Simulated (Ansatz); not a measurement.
Start from HfRh₃ in the Cu3Au type structure (space group Pm-3m, No. 221; a = 3.8958 Å; relaxed with 0.1 eV smearing). Axes: x, y, z lie along the cube axes.

Computed with PBEsol (Ansatz, a quantum-chemistry and plane-wave program, PAW, spin-orbit coupling left out).

A first run, uniaxial strain ε_zz = +1.18 %, gives secant values C11 ≈ 340 GPa and C12 ≈ 180 GPa from its stress. A second run applies uniaxial stress, 5 GPa compression along z.

### Question
What does linear elasticity predict for Young's modulus in the second run, and what does the run give?

### Answer
Linear elasticity: (C11 − C12)(C11 + 2 C12)/(C11 + C12) = 220 GPa. The run gives 220 GPa; any difference comes from nonlinear terms at these strains and numerical noise.

Beyond what the load breaks, stability against distortions was not tested. The final runs are not spin-polarised.
